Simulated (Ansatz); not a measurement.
O interstitial started as a split pair with O in alpha quartz (start: split with O; 243-site cell, Γ-point sampling). Level of theory: PBE, PAW (plane waves to 420 eV; Ansatz, a quantum-chemistry and plane-wave program). Total energies of the localised charge states, counted from that of charge 0, and their image corrections (point charge with alignment); the host's valence-band maximum lies at 1.990 eV on the cells' energy zero and its gap is 5.68 eV.

```json
[
 {"charge": "0", "moment (μB)": "not spin-polarised", "E − E(first) (eV)": "0.000", "correction (eV)": "0.000"},
 {"charge": "−1", "moment (μB)": "1.0", "E − E(first) (eV)": "4.643", "correction (eV)": "0.250"},
 {"charge": "−2", "moment (μB)": "not spin-polarised", "E − E(first) (eV)": "8.974", "correction (eV)": "1.068"}
]
```

### Question
Derive the transition levels above the valence-band maximum and say which of them are thermodynamic.

### Answer
A level is the Fermi energy at which two charges have equal formation energy: ε(q/q′) = [E(q′) + corr(q′) − E(q) − corr(q)] / (q − q′) − E_VBM.
ε(0/−1) = [(4.643 + 0.250) − (0.000 + 0.000)] / 1 − 1.990 = 2.90 eV
ε(−1/−2) = [(8.974 + 1.068) − (4.643 + 0.250)] / 1 − 1.990 = 3.16 eV
Thermodynamic levels at least 0.1 eV inside the gap: (0/−1) at 2.90 eV; (−1/−2) at 3.16 eV. Corrections reach 1.07 eV, so the outer levels may be off by several tenths of an eV. Charges with a result: 0, −1, −2. Others weren't obtained, and one of them could lie lower, also by skipping a charge. The geometries come from one start. Flagged in the runs: a host whose relaxation on this sampling wasn't shown to rest, a strain field that reaches the edge of the cell, zone-centre sampling.
